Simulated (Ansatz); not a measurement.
Consider Nb in the bcc (W type) structure (space group Im-3m, No. 229; a = 3.2484 Å; relaxed with 0.1 eV smearing). Axes: x, y, z lie along the cube axes.

Computed with LDA (Ansatz, an electronic-structure program; PAW; 420 eV plane waves; spin-orbit coupling left out).

The change: an isotropic linear strain of −1.00 %; the atoms relax in the strained cell.

Problem. Predict the stress tensor and what it implies for the stiffness.

Solution. Stress of the strained cell less that of the base (GPa, compression positive):
```
    6.0     0.0     0.0
    0.0     6.0     0.0
    0.0     0.0     6.0
```

Then B = −ΔP/(ΔV/V₀) with ΔV/V₀ = -0.0297 gives secant stiffness values (nonlinear terms included at this strain): B ≈ 203 GPa.

As a check, the harmonic strain energy −½ V₀ Δσ:ε is 9.7 meV/atom; the computed energy rise is 9.4 meV/atom.

No phonon test of stability was made. The final runs are not spin-polarised.
